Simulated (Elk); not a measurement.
Band structure of SrZn₂ (Imma, 6 atoms in the cell).

```
SrZn2
1.0
   -2.31374     3.77277     3.73921
    2.31374    -3.77277     3.73921
    2.31374     3.77277    -3.73921
Sr Zn
2 4
Direct
  0.30347   0.05347   0.25000
  0.69653   0.94653   0.75000
  0.73249   0.66359   0.06890
  0.26751   0.33641   0.93110
  0.09469   0.66359   0.43110
  0.90531   0.33641   0.56890
```

Method of the run: PBEsol, all-electron FP-LAPW, Elk's shipped species files, default APW+lo basis run with Elk 10.2.4.

Settings: xctype = 22; rgkmax = 7; stype = 3; swidth = 0.00367493 Ha; ngridk = 4 4 4; rmtscf = 0.98.

The starting cell comes from a database of computed structures (which also holds hypothetical and non-ambient phases and stackings), without a prior relaxation at this level. Its lattice was rescaled by a random factor within 2.5 % of one. Values depend on the basis (sphere radii, cutoffs, local orbitals), which need not be converged.

Levels in eV from the Fermi level, bands 43 to 50:
```
point     43     44     45     46     47    48    49    50
-----  -----  -----  -----  -----  -----  ----  ----  ----
Γ      -2.31  -1.27  -0.94  -0.38  -0.25  0.58  1.82  2.14
X      -4.49  -2.35  -1.55  -0.86   0.73  1.01  2.63  3.19
L      -4.49  -2.35  -1.55  -0.86   0.73  1.01  2.63  3.19
T      -4.22  -2.10  -0.93  -0.92   0.29  0.55  1.29  2.48
W      -3.55  -3.55  -0.03  -0.03   0.21  0.21  1.79  1.79
R      -2.94  -2.94  -0.99  -0.99   0.25  0.25  1.70  1.70
X1     -4.49  -2.35  -1.55  -0.86   0.73  1.01  2.63  3.19
Z      -4.48  -2.48  -0.32   0.30   2.44  2.45  2.78  2.84
Y      -4.48  -2.48  -0.32   0.30   2.44  2.44  2.78  2.84
S      -1.76  -1.69  -0.65  -0.42   0.78  0.90  1.39  2.03
```

Bands cross the Fermi level along this path, so the cell is metallic at this level.
